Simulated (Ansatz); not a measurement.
Consider the following.

```
CELL_PARAMETERS angstrom
     -2.81075     2.81075     5.64074
      2.81075    -2.81075     5.64074
      2.81075     2.81075    -5.64074
ATOMIC_POSITIONS crystal
  Zn 0.75000 0.25000 0.50000
  Zn 0.00000 0.00000 0.00000
  Sn 0.25000 0.75000 0.50000
  Sn 0.50000 0.50000 0.00000
  P  0.37500 0.35053 0.47553
  P  0.64947 0.12500 0.02447
  P  0.87500 0.89947 0.52447
  P  0.10053 0.62500 0.97553
```

Computed with PBEsol, rigid bands (plane waves, PAW, scalar-relativistic; Ansatz, an electronic-structure program). Cell: cell and atoms relaxed with PBEsol.

Task: Predict the electron conductivity mass (n e² τ/σ) at 300 K, by direction if it differs.

Result: 0.079 (x), 0.079 (y), 0.085 (z) mₑ.

Task: Predict the hole conductivity mass (n e² τ/σ) at 300 K, by direction if it differs.

Result: 0.39 (x), 0.39 (y), 0.40 (z) mₑ.

Task: And the band gap?

Result: 0.80 eV at this level; semilocal functionals usually fall short of the measured gap.

Rigid bands, one relaxation time for all states, no polarons. Spin-orbit coupling is left out; where it splits the top of the valence band it changes the hole mass and lowers the gap by about a third of the splitting.

Computed structure, not matched to a measured one here, so possibly hypothetical: ZnSnP2 (I-42d).
